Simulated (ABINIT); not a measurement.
A self-consistent single point of BiClO (P4/nmm, 6 atoms in the cell) with ABINIT

Method of the run: PBEsol, PAW (JTH v2.0 PBE PAW, files made for PBE) (plane waves; ABINIT 10.0.3).

The input file:

```
# BiClO, JTH v2.0 PBE PAW
pp_dirpath "./"
pseudos "Bi.GGA_PBE-JTH.xml, Cl.GGA_PBE-JTH.xml, O.GGA_PBE-JTH.xml"
acell 3.9963690000 3.9963690000 7.0456660000 Angstrom
rprim
         1.0000000000    0.0000000000    0.0000000000
         0.0000000000    1.0000000000    0.0000000000
         0.0000000000    0.0000000000    1.0000000000
natom 6
ntypat 3
znucl 83 17 8
typat 1 1 2 2 3 3
xred
         0.5000000000    0.0000000000    0.2058000000
         0.0000000000    0.5000000000    0.7942000000
         0.5000000000    0.0000000000    0.6497000000
         0.0000000000    0.5000000000    0.3503000000
         0.0000000000    0.0000000000    0.0000000000
         0.5000000000    0.5000000000    0.0000000000
ecut 707 eV
pawecutdg 1415 eV
ixc -116133
occopt 3
tsmear 0.1 eV
nband 36
kptopt 1
ngkpt 4 4 3
nshiftk 1
shiftk 0.5 0.5 0.5
nstep 50
tolvrs 1.0e-12
prtwf 0
prtden 0
enunit 2
```

Log, with long lists cut:

```
 Symmetries : space group P4/n m m (#129); Bravais tP (primitive tetrag.)

 -outvars: echo values of preprocessed input variables --------
            acell      7.5520429360E+00  7.5520429360E+00  1.3314379164E+01 Bohr
             ecut      2.59817731E+01 Hartree
           enunit           2
              ixc     -116133
         kptrlatt        4    0    0      0    4    0      0    0    3
          kptrlen      3.02081717E+01
            natom           6
            nband          36
            ngfft          36      36      64
          ngfftdg          50      50      90
             nkpt           6
            nstep          50
             nsym          16
           ntypat           3
           occopt           3
        pawecutdg      5.20002954E+01 Hartree
           shiftk      5.00000000E-01  5.00000000E-01  5.00000000E-01
          spgroup         129
           tolvrs      1.00000000E-12
           tsmear      3.67493254E-03 Hartree
            typat      1  1  2  2  3  3
           useylm           1
             xred      5.0000000000E-01  0.0000000000E+00  2.0580000000E-01
                       0.0000000000E+00  5.0000000000E-01  7.9420000000E-01
                       5.0000000000E-01  0.0000000000E+00  6.4970000000E-01
                       0.0000000000E+00  5.0000000000E-01  3.5030000000E-01
                       0.0000000000E+00  0.0000000000E+00  0.0000000000E+00
                       5.0000000000E-01  5.0000000000E-01  0.0000000000E+00
            znucl       83.00000   17.00000    8.00000

== DATASET  1 ==================================================================

 Real(R)+Recip(G) space primitive vectors, cartesian coordinates (Bohr,Bohr^-1):
 R(1)=  7.5520429  0.0000000  0.0000000  G(1)=  0.1324145  0.0000000  0.0000000
 R(2)=  0.0000000  7.5520429  0.0000000  G(2)=  0.0000000  0.1324145  0.0000000
 R(3)=  0.0000000  0.0000000 13.3143792  G(3)=  0.0000000  0.0000000  0.0751068
 Unit cell volume ucvol=  7.5936368E+02 bohr^3
 Angles (23,13,12)=  9.00000000E+01  9.00000000E+01  9.00000000E+01 degrees

 Coarse grid specifications (used for wave-functions):

 getcut: wavevector=  0.0000  0.0000  0.0000  ngfft=  36  36  64
         ecut(hartree)=     25.982   => boxcut(ratio)=   2.07749

 Fine grid specifications (used for densities):

 getcut: wavevector=  0.0000  0.0000  0.0000  ngfft=  50  50  90
         ecut(hartree)=     52.000   => boxcut(ratio)=   2.03956

   4.17318105E+03                                ecore*ucvol(ha*bohr**3)

_setup2: Arith. and geom. avg. npw (full set) are    4804.500    4804.496

--- !BeginCycle
solver: {iscf: 17, nstep: 50, nline: 4, wfoptalg: 10, }
tolerances: {tolvrs: 1.00E-12, }
...

     iter   Etot(hartree)      deltaE(h)  residm     nres2
 ETOT  1  -198.38929809313    -1.984E+02 2.434E+01 7.474E+01
 ETOT  2  -207.73073708895    -9.341E+00 4.142E-01 3.073E+02
 ETOT  3  -207.13382473695     5.969E-01 2.445E-01 9.383E+01
 ETOT  4  -206.94505480065     1.888E-01 6.152E-02 2.851E+01
 ETOT  5  -206.87221719128     7.284E-02 2.547E-02 3.946E+00
 ETOT  6  -206.87017107824     2.046E-03 4.858E-03 4.835E+00
   [... 13 lines left out ...]
 ETOT 20  -206.86116694689     3.066E-10 3.399E-08 3.492E-09
 ETOT 21  -206.86116694680     8.239E-11 6.077E-08 3.117E-10
 ETOT 22  -206.86116694679     1.128E-11 7.611E-09 9.709E-11
 ETOT 23  -206.86116694679     6.509E-12 1.374E-08 8.271E-12
 ETOT 24  -206.86116694679    -1.137E-12 1.737E-09 9.993E-13

 At SCF step   24       nres2   =  9.99E-13 < tolvrs=  1.00E-12 =>converged.

 Cartesian components of stress tensor (hartree/bohr^3)
  sigma(1 1)=  2.32364702E-04  sigma(3 2)=  0.00000000E+00
  sigma(2 2)=  2.32364702E-04  sigma(3 1)=  0.00000000E+00
  sigma(3 3)=  3.30472498E-04  sigma(2 1)=  0.00000000E+00

 ----iterations are completed or convergence reached----

 reduced coordinates (array xred) for    6 atoms
       0.500000000000      0.000000000000      0.205800000000
       0.000000000000      0.500000000000      0.794200000000
       0.500000000000      0.000000000000      0.649700000000
       0.000000000000      0.500000000000      0.350300000000
       0.000000000000      0.000000000000      0.000000000000
       0.500000000000      0.500000000000      0.000000000000
 cartesian forces (eV/Angstrom) at end:
    1     -0.00000000000000    -0.00000000000000    -3.63646209369305
    2     -0.00000000000000    -0.00000000000000     3.63646209369305
    3     -0.00000000000000    -0.00000000000000    -0.37171389161441
    4      0.00000000000000     0.00000000000000     0.37171389161441
    5     -0.00000000000000    -0.00000000000000    -0.00000000000000
    6     -0.00000000000000    -0.00000000000000     0.00000000000000
 frms,max,avg= 1.2184703E+00 3.6364621E+00   0.000E+00  0.000E+00  0.000E+00 e/A
 length scales=  7.552042935954  7.552042935954 13.314379163784 bohr
              =  3.996369000000  3.996369000000  7.045666000000 angstroms
 Fermi (or HOMO) energy (hartree) =   0.24917   Average Vxc (hartree)=  -0.37414
 Eigenvalues (hartree) for nkpt=   6  k points:
 kpt#   1, nband= 36, wtk=  0.16667, kpt=  0.1250  0.1250  0.1667 (reduced coord)
  -0.61625   -0.61419   -0.61354   -0.61333   -0.61300   -0.61291   -0.61269   -0.61258
  -0.61229   -0.61180   -0.42673   -0.36406   -0.34481   -0.32559   -0.15980   -0.10088
   0.05181    0.05305    0.07264    0.08564    0.09917    0.12659    0.12826    0.14438
   0.15423    0.16147    0.16943    0.18402    0.31945    0.32762    0.34653    0.37057
   0.38322    0.39137    0.45072    0.52250
      occupation numbers for kpt#   1
   2.00000    2.00000    2.00000    2.00000    2.00000    2.00000    2.00000    2.00000
   2.00000    2.00000    2.00000    2.00000    2.00000    2.00000    2.00000    2.00000
   2.00000    2.00000    2.00000    2.00000    2.00000    2.00000    2.00000    2.00000
   2.00000    2.00000    2.00000    2.00000    0.00000    0.00000    0.00000    0.00000
   0.00000    0.00000    0.00000    0.00000
 prteigrs : prtvol=0 or 1, do not print more k-points.

 Fermi (or HOMO) energy (eV) =   6.78036   Average Vxc (eV)= -10.18084
 Eigenvalues (   eV  ) for nkpt=   6  k points:
 kpt#   1, nband= 36, wtk=  0.16667, kpt=  0.1250  0.1250  0.1667 (reduced coord)
 -16.76893  -16.71285  -16.69537  -16.68957  -16.68061  -16.67815  -16.67209  -16.66905
 -16.66117  -16.64789  -11.61189   -9.90658   -9.38268   -8.85965   -4.34826   -2.74504
   1.40995    1.44357    1.97650    2.33043    2.69860    3.44455    3.49008    3.92873
   4.19670    4.39369    4.61032    5.00757    8.69276    8.91499    9.42947   10.08378
  10.42797   10.64977   12.26464   14.21785
 prteigrs : prtvol=0 or 1, do not print more k-points.

--- !EnergyTerms
comment             : Components of total free energy in Hartree
kinetic             :  3.72255801268760E+01
hartree             :  5.34407437500726E+01
xc                  : -2.00012616565056E+01
Ewald energy        : -1.55872484516275E+02
psp_core            :  5.49562898849907E+00
local_psp           : -1.74948756596697E+02
spherical_terms     :  4.77993835692064E+01
internal            : -2.06861166334823E+02
'-kT*entropy'       : -6.08119238318120E-08
total_energy        : -2.06861166395635E+02
total_energy_eV     : -5.62897860451897E+03
...

-Cartesian components of stress tensor (GPa)         [Pressure= -7.7985E+00 GPa]
- sigma(1 1)=  6.83640442E+00  sigma(3 2)=  0.00000000E+00
- sigma(2 2)=  6.83640442E+00  sigma(3 1)=  0.00000000E+00
- sigma(3 3)=  9.72283492E+00  sigma(2 1)=  0.00000000E+00

 Calculation completed.
```

The run converged in 24 iterations.

The starting cell was generated: these elements placed on a structure prototype, without a prior relaxation; it need not be a known phase or ordering of this composition. The potentials were made for another functional than the one used. With a pressure of about -8 GPa the cell is away from its equilibrium volume at this level. Forces in this geometry exceed 1 eV/Å.

These are the values that this program gave, and no reference: the one-centre exchange-correlation terms come from a truncated expansion.

Cost on one core of a shared machine: roughly 50 s.
